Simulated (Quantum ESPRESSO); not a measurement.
## Zone-centre phonon calculation of MgO (Fm-3m, 2 atoms in the cell) at several settings

```
CELL_PARAMETERS angstrom
      0.00000     2.05590     2.05590
      2.05590     0.00000     2.05590
      2.05590     2.05590     0.00000
ATOMIC_POSITIONS crystal
  Mg 0.00000 0.00000 0.00000
  O  0.50000 0.50000 0.50000
```

Base: PBE, PseudoDojo standard norm-conserving (PBE) pseudopotentials in Quantum ESPRESSO. Its settings: ecutwfc = 85 Ry; occupations = smearing; smearing = gaussian; degauss = 0.0036749 Ry; potentials = {Mg: Mg.upf, O: O.upf}; K_POINTS = automatic 9 9 9 0 0 0; conv_thr = 1e-10 Ry; mixing_beta = 0.4. Starting volume 8.69 Å³ per atom.

Each line gives the change from the base single point and the result:

- K_POINTS: automatic 9 9 9 0 0 0 → automatic 5 5 5 0 0 0; ph.x.tr2_ph: default → 1e-14; ph.x.fildyn: default → dyn.G; dynmat.x.fildyn: default → dyn.G; dynmat.x.asr: default → crystal: pressure 18.51 GPa; zone-centre frequencies (cm⁻¹; negative means imaginary) 0, 0, 0, 464, 464, 464.
- ph.x.tr2_ph: default → 1e-14; ph.x.fildyn: default → dyn.G; dynmat.x.fildyn: default → dyn.G; dynmat.x.asr: default → crystal: zone-centre frequencies (cm⁻¹; negative means imaginary) 0, 0, 0, 465, 465, 465.
- conv_thr: 1e-10 Ry → 7.3e-06 Ry; ph.x.tr2_ph: default → 1e-14; ph.x.fildyn: default → dyn.G; dynmat.x.fildyn: default → dyn.G; dynmat.x.asr: default → crystal: pressure 18.57 GPa; zone-centre frequencies (cm⁻¹; negative means imaginary) 0, 0, 0, 462, 462, 462.

The starting cell comes from a database of computed structures (which also holds hypothetical and non-ambient phases and stackings), without a prior relaxation at this level. Its lattice was rescaled by a random factor within 2.5 % of one. In the base run, with a pressure of about 19 GPa the cell is away from its equilibrium volume at this level.

Frequencies and response belong to this unrelaxed cell, and polar modes hold no LO-TO splitting.
